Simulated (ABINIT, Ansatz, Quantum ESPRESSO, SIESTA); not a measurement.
## WS (P6_3mc, 4 atoms in the cell) computed with different codes at matched settings

Self-consistent single point.

```xyz
4
Lattice="3.0255 0.0000 0.0000 -1.5128 2.6202 0.0000 0.0000 0.0000 8.1808" Properties=species:S:1:pos:R:3 pbc="T T T"
W      0.0000     1.7468     0.2969
W      1.5128     0.8734     4.3873
S      0.0000     1.7468     2.7873
S      1.5128     0.8734     6.8777
```

Shared settings, as Ansatz (a quantum-chemistry and plane-wave program) writes them: kpoints.mp_grid.grid = 8 8 3; magnetization.spin_orbit = true; scf.occupations.method = fermi_dirac; scf.occupations.width = 0.1 eV. Potentials and cutoffs stand in the table.

```
code                                                                                                                                                                         model  pressure (GPa)  largest force (eV/Å)       cutoff
----------------  ----------------------------------------------------------------------------------------------------------------------------------------------------------------  --------------  --------------------  -----------
SIESTA            GGA PBEsol with spin-orbit coupling, numerical atomic orbitals TZP, PseudoDojo PBEsol fully relativistic norm-conserving potentials (rewritten from UPF to PSML)               –                 0.021  grid 350 Ry
Ansatz                                                                                                                    PBEsol with spin-orbit coupling, PAW files made with PBE           -7.08                 0.130      default
ABINIT                                                                                                     PBEsol, spin-orbit coupling, PAW (JTH v2.0 PBE PAW, files made for PBE)           -6.42                 0.078        21 Ha
Quantum ESPRESSO                                                              PBEsol, spin-orbit coupling, PseudoDojo fully relativistic norm-conserving (PBESOL) pseudopotentials           -6.74                 0.115        75 Ry
```

A dash marks a value that a program does not give, or that is left out as unsure.

The spread over the programs that give each value: pressure within 0.66 GPa; largest force within 0.109 eV/Å.

SIESTA uses small atom-centred bases, whose incompleteness enters pressures, forces and empty levels differently from a plane-wave cutoff. Ansatz's pressure is given at a fixed set of plane waves, as the other plane-wave codes print theirs; with its correction for the finite basis it is -7.00 GPa. In the force vectors, SIESTA (by 0.097) lies more than 0.08 eV/Å from the median of the plane-wave programs.

The starting cell comes from a database of computed structures (which also holds hypothetical and non-ambient phases and stackings), without a prior relaxation at this level.

Left out of this page: Elk and FLEUR (not drawn, or without a comparable value).

Keys are those of Ansatz 0.2.
